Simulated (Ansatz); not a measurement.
The starting structures come from a database of crystals and need not be the phases stable at ambient conditions.

# Evanescent states of Ba₃MgNb₂O₉ (P-3m1, not sure to be the ambient phase, 15 atoms a cell, 14.3 Å³ an atom, -9 GPa at this level) along the normal of (100)

These are PBEsol (plane waves, PAW; Ansatz, a quantum-chemistry and plane-wave program) values and carry that method's errors.

No gap correction and no spin-orbit coupling; mid-gap values are interpolated between computed energies.

Energies count from the valence-band top; κ is the least over a 6×4 mesh across the current.

| E (eV) | κ (1/Å) | where |
|---|---|---|
| 0.07 | 0.131 | off Γ |
| 0.21 | 0.215 | Γ |
| 0.35 | 0.239 | Γ |
| 0.49 | 0.258 | Γ |
| 0.63 | ? | Γ |
| 0.77 | ? | Γ |
| 0.91 | ? | Γ |
| 1.05 | ? | Γ |
| 1.19 | ? | Γ |
| 1.33 | ? | Γ |
| 1.47 | ? | Γ |
| 1.61 | ? | Γ |
| 1.75 | ? | Γ |
| 1.89 | ? | Γ |
| 2.03 | ? | Γ |
| 2.17 | 0.253 | Γ |
| 2.31 | 0.225 | Γ |
| 2.45 | 0.186 | Γ |
| 2.59 | 0.124 | Γ |

Q: Complete the blanks.

A: 
- 0.63, κ (1/Å): 0.274
- 0.77, κ (1/Å): 0.287
- 0.91, κ (1/Å): 0.298
- 1.05, κ (1/Å): 0.306
- 1.19, κ (1/Å): 0.312
- 1.33, κ (1/Å): 0.315
- 1.47, κ (1/Å): 0.314
- 1.61, κ (1/Å): 0.310
- 1.75, κ (1/Å): 0.302
- 1.89, κ (1/Å): 0.290
- 2.03, κ (1/Å): 0.274
